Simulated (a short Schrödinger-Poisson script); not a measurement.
# MOS inversion layer, SiO2 on p-type Si(110)

Structure: MOS inversion layer, SiO2 on p-type Si(110), at 300 K.

| layer | material | thickness (nm) | Na (cm⁻³) |
|---|---|---|---|
| 1 | SiO2 | 2.2 | - |
| 2 | Si | 430 | 9.8e17 |

The device is made up for the run: typed textbook-type constants, with dimensions and the other settings drawn at random. SiO2: permittivity 3.9, conduction-band edge (eV) 3.15, gap (eV) 9, electron mass (mₑ) 0.5. Si: permittivity 11.7, conduction-band edge (eV) 0, gap (eV) 1.124, Nv at 300 K (cm⁻³) 3.1e19.

Channel valleys (confinement mass, in-plane density-of-states mass, number): Δ4 0.315, 0.324, 4; Δ2 0.19, 0.417, 2. At the gate the conduction-band edge of layer 1 lies 3.55 eV − eVg above the Fermi level of the channel; the field vanishes at the back. Gaps are held at their typed values at every temperature. Mesh 0.03 nm at interfaces.

Solved with a short Schrödinger-Poisson script written for these runs: 1D Poisson equation in equilibrium, electrons quantum, Hartree (BenDaniel-Duke, 12 states a valley, the channel's in-plane mass for all, wave functions ending at the dielectric), parabolic valleys, classical holes, full ionisation, no traps, pinning or gate leakage.

```csv
Vg (V),electrons (cm⁻²),C (μF/cm²),Δ4 E0 (meV),Δ4 E1 (meV),Δ2 E0 (meV),Δ2 E1 (meV)
0.5,9.61e6,0.267,372.6,479.4,399.3,523.6
0.6,1.94e8,0.257,294.7,405.7,322.4,451.8
0.7,4.01e9,0.262,216.2,331.2,244.8,379.1
0.8,6.79e10,0.453,142.8,261.6,172.4,311.1
0.9,4.06e11,0.867,96.1,218.4,126.9,269.0
1,9.82e11,1.06,72.6,198.3,104.7,249.7
1.1,1.66e12,1.14,58.4,187.3,91.9,239.3
1.2,2.37e12,1.19,48.3,180.3,83.2,232.9
1.3,3.12e12,1.22,40.5,175.5,76.8,228.5
1.4,3.88e12,1.24,34.1,172.0,71.7,225.4
1.5,4.66e12,1.25,28.6,169.3,67.5,223.1
1.6,5.44e12,1.27,23.8,167.2,64.0,221.4
1.7,6.23e12,1.28,19.5,165.6,60.9,220.0
1.8,7.03e12,1.28,15.6,164.2,58.3,219.0
1.9,7.84e12,1.29,12.0,163.2,55.9,218.2
2,8.65e12,1.30,8.6,162.3,53.8,217.6
2.1,9.46e12,1.31,5.5,161.6,51.8,217.1
2.2,1.03e13,1.31,2.5,161.0,50.1,216.7
```

Gate voltages with under 1e6 electrons/cm² are left out.

Subbands count from the Fermi level.
